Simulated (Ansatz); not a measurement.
How far PBE and PBEsol part for V3Si, pressure 1.8 GPa

Consider V₃Si in the A15 (Cr3Si type) structure (space group Pm-3n, No. 223; a = 4.701 Å).

(Cell as relaxed with PBE.)

Levels (all Ansatz, a first-principles code, PAW): PBE (420 eV, spin-orbit coupling left out); PBEsol (420 eV, spin-orbit coupling left out).

Each level relaxes its own structure.

```tsv
base	PBE	PBEsol
volume per atom	12.99 Å³	12.56 Å³
lattice parameter a	4.701 Å	4.650 Å
band gap	zero	zero
```

Perturbation: cell and atoms relaxed at a pressure of 1.8 GPa.

```csv
quantity,PBE,PBEsol
shortest interatomic distance,2.343 Å,2.318 Å
band gap,zero,zero
```

PBE's shortest interatomic distance lies 0.025 Å above PBEsol's (1.1 %); the two agree on the band gap. Neither level is exact; PBEsol is the comparison here, not a measurement.

Load acts through the strain it causes; cell and atoms are relaxed under it. Stability against distortions was not tested. Seeded moments were not kept for the base. All final runs are without spin polarisation.
